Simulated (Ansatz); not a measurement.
**Effect of strain tensor (xx, yy, zz, yz, xz, xy) = (−1.30, +0.56, −1.33, +0.34, +0.34, −0.18) % on V2O3**

The parent structure is V₂O₃ in the corundum structure (space group R-3c, No. 167; a = 4.775 Å, c = 14.229 Å (hexagonal axes); ferromagnetic). Axes: x lies along a and z along c of the hexagonal cell.

It is then changed as follows: the symmetric strain tensor [-0.0130 -0.0017 0.0034; -0.0017 0.0056 0.0034; 0.0034 0.0034 -0.0133]; the atoms relax in the strained cell.

Level of theory: Ansatz (a first-principles code), PBEsol, PAW, cutoff 420 eV, no SOC. Γ-centred 12×12×12 mesh, Fermi–Dirac width 0.05 eV.

* **Volume per atom**: 9.17 Å³ (base 9.36 Å³)
* **Space group**: P-1 (No. 2) (base R-3c (No. 167))
* **Shortest interatomic distance**: 1.922 Å (base 1.947 Å)
* **Energy relative to the base (free energy F)**: +5.6 meV/atom
* **Band gap**: zero (base zero)
* **Magnetic state**: ferromagnetic (base ferromagnetic)
* **Largest site moment**: 0.77 μB (base 0.80 μB)
* **Largest internal atomic displacement**: 0.017 Å
* **Stress (xx, yy, zz, yz, xz, xy; compression positive)**: (6.9, 3.0, 7.5, -1.6, -1.3, 0.5) GPa (rough)

Other magnetic orders, which the real material may have, were not ruled out. Without a gap, meshes like the base's 12×12×12 leave anisotropic stresses uncertain by several tenths of a GPa, and small strain energies with them. No phonon test of stability was made. No Hubbard U is applied, and correlation can decide whether such a compound is a metal. The base started in P-1 and relaxed to R-3c at this level.
